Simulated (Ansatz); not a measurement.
## hcp Y (1 1 0) on wurtzite ZnO (0 0 1) (film strained to the substrate, started from cuts of the bulks and a machine-learned relaxation; slabs Zn24O24 and Y10, which can lie off the formulas)

A periodic stack without vacuum, hcp Y (1 1 0) on wurtzite ZnO (0 0 1) (film strained to the substrate, started from cuts of the bulks and a machine-learned relaxation; slabs Zn24O24 and Y10, which can lie off the formulas): substrate slab Zn24O24, film Y10, surface cells [[-2, 0], [-1, -2]] and [[0, 1], [-1, 0]], film strained by +0.1 and +3.5 %, outermost planes Zn/O and Y/Y as cut, which need not be the usual terminations and can put a slab off its formula.

The start was prepared with a machine-learned potential, and the result is one local minimum, with the in-plane cell held and forces under 0.04 eV/Å; the film can end far from its bulk form.

These are PBE (plane waves to 420 eV, PAW; Ansatz, a first-principles code) values and carry that method's errors. Spin–orbit coupling is left out; the runs are not spin-polarised; PBE gaps are too small against experiment. Its k-point mesh 4×5×1, Fermi–Dirac width 0.05 eV.

interface area: 37.3 Å²
period: 25.43 Å
heights between the nearest atoms of the two slabs at the two interfaces: -0.89 and -2.01 Å
Y–Zn contacts across the interfaces within 1.22 times the sum of covalent radii: 25, mean 3.18 Å
O–Y contacts across the interfaces within 1.22 times the sum of covalent radii: 17, mean 2.31 Å

```
CELL_PARAMETERS angstrom
      6.55568    -0.00221    -0.21262
     -0.00108     5.67952    -0.10180
     -3.02876    -1.41505    25.56620
ATOMIC_POSITIONS crystal
  Zn 0.11361 0.15481 0.94052
  Zn 0.40575 0.20303 0.01701
  Zn 0.08570 0.84045 0.02605
  Zn 0.69017 0.83845 0.02560
  Zn 0.70415 0.17111 0.12982
  Zn 0.21702 0.17393 0.12869
  Zn 0.45594 0.66373 0.12387
  Zn 0.96342 0.67752 0.13258
  O  0.44399 0.32143 0.09816
  O  0.94438 0.33358 0.10300
  O  0.19105 0.83229 0.10403
  O  0.69969 0.82959 0.10481
  O  0.75723 0.19854 0.20757
  O  0.25774 0.19884 0.20691
  O  0.50525 0.69447 0.20445
  O  0.00903 0.69635 0.20978
  Zn 0.52209 0.37606 0.23295
  Zn 0.02379 0.36881 0.23403
  Zn 0.27654 0.87270 0.23214
  Zn 0.76738 0.87118 0.23222
  Zn 0.83392 0.23979 0.33758
  Zn 0.33696 0.23999 0.33774
  Zn 0.58465 0.74160 0.33646
  Zn 0.08395 0.74200 0.33510
  O  0.57011 0.39941 0.31191
  O  0.07090 0.39675 0.31285
  O  0.32113 0.90072 0.31112
  O  0.81837 0.90032 0.31114
  O  0.88146 0.26757 0.41752
  O  0.38571 0.26804 0.41767
  O  0.63250 0.76973 0.41532
  O  0.13162 0.76846 0.41408
  Zn 0.64759 0.45104 0.44075
  Zn 0.14585 0.44759 0.43893
  Zn 0.39635 0.93586 0.44156
  Zn 0.89952 0.93600 0.44173
  Zn 0.94984 0.30361 0.53293
  Zn 0.45426 0.30445 0.53238
  Zn 0.71680 0.83437 0.55682
  Zn 0.21743 0.81227 0.55580
  O  0.69688 0.48486 0.52331
  O  0.19410 0.46969 0.51973
  O  0.44105 0.96519 0.52040
  O  0.95077 0.96442 0.52058
  O  0.04733 0.38325 0.68643
  O  0.55147 0.38368 0.68885
  O  0.05725 0.88754 0.70262
  O  0.55748 0.88828 0.70301
  Y  0.78849 0.11084 0.66814
  Y  0.28714 0.64371 0.66816
  Y  0.32877 0.16680 0.73144
  Y  0.82526 0.62972 0.73078
  Y  0.97806 0.20269 0.83458
  Y  0.33174 0.68288 0.82845
  Y  0.51388 0.19278 0.89285
  Y  0.83389 0.71973 0.91605
  Y  0.86968 0.33783 0.01971
  Y  0.34307 0.66010 0.95366
```
